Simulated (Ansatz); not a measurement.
The parent structure is Ru in the hcp (Mg type) structure (space group P6_3/mmc, No. 194; a = 2.7043 Å, c = 4.2629 Å; relaxed with 0.1 eV smearing). Axes: x lies along a and z along c of the hexagonal cell.

Calculations: Kohn–Sham DFT with the r2SCAN functional, run in Ansatz (a quantum-chemistry and plane-wave program) with PAW and 500 eV plane waves, no spin-orbit coupling.

Before the change:

| Quantity | Value |
|---|---|
| Volume per atom | 13.50 Å³ |
| Pressure | 0.0 GPa |

It is then changed as follows: biaxial strain +2.00 %, plane normal [001], relaxed out of plane (Cartesian); in-plane vectors clamped, the third vector and the atoms free.

Task: What does the calculation give for the volume per atom and pressure after the change?

Result: The volume per atom rises by 0.39 Å³ (13.50 Å³ → 13.89 Å³); the pressure (mean of the normal stresses, compression positive) goes from zero to -8.3 GPa.

Whether these cells are dynamically stable was not tested. All final runs are without spin polarisation.
